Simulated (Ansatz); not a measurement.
Given:

```
CELL_PARAMETERS angstrom
     -0.00843     1.93652     1.95260
      1.95783    -0.00087     1.94504
      1.95405     1.92518     0.00291
ATOMIC_POSITIONS crystal
  Pd 0.00000 0.00000 0.00000
```

No spin polarisation.

Level of theory: DFT with PBEsol, PAW potentials and a 420 eV plane-wave cutoff in Ansatz (a quantum-chemistry and plane-wave program), no spin-orbit coupling. Settings: 21×21×21 k-points, 0.05 eV Fermi–Dirac smearing.

Question: Predict the band gap and pressure.

Answer: The band gap comes out as zero and the pressure (mean of the normal stresses, compression positive) is -2.5 GPa.

The cells carry an imposed strain or load. Stability against distortions was not tested. All final runs are without spin polarisation. The cell was made from Pd in the fcc (Cu type) structure (space group Fm-3m, No. 225) by this change: strain tensor (xx, yy, zz, yz, xz, xy) = (+1.15, −0.34, +0.49, +0.27, −0.12, −0.32) %.
